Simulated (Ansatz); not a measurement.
A computed series for Sc: response to strain

The parent structure is Sc in the hcp (Mg type) structure (space group P6_3/mmc, No. 194; a = 3.318 Å, c = 5.186 Å; relaxed with 0.1 eV smearing). Axes: x lies along a and z along c of the hexagonal cell.

Strains are applied to the cell and any free atomic positions relax; under biaxial strain the out-of-plane vector relaxes too.

All numbers come from Kohn–Sham DFT with the PBE functional, run in Ansatz (an electronic-structure program) with PAW and 420 eV plane waves, scalar-relativistic without spin-orbit coupling.

Candidates:
(a) biaxial strain +2.50 %, plane normal [001], relaxed out of plane
(b) biaxial strain −1.00 %, plane normal [001], relaxed out of plane
(c) biaxial strain −2.00 %, plane normal [001], relaxed out of plane
(d) biaxial strain −1.50 %, plane normal [001], relaxed out of plane
(e) biaxial strain −2.50 %, plane normal [001], relaxed out of plane

Q: Order them by out-of-plane strain, highest first.

A: (e) biaxial strain −2.50 %, plane normal [001], relaxed out of plane (+1.55 %), (c) biaxial strain −2.00 %, plane normal [001], relaxed out of plane (+1.22 %), (d) biaxial strain −1.50 %, plane normal [001], relaxed out of plane (+0.90 %), (b) biaxial strain −1.00 %, plane normal [001], relaxed out of plane (+0.59 %), (a) biaxial strain +2.50 %, plane normal [001], relaxed out of plane (-1.37 %)

Whether these cells are dynamically stable was not tested. All final runs are without spin polarisation.
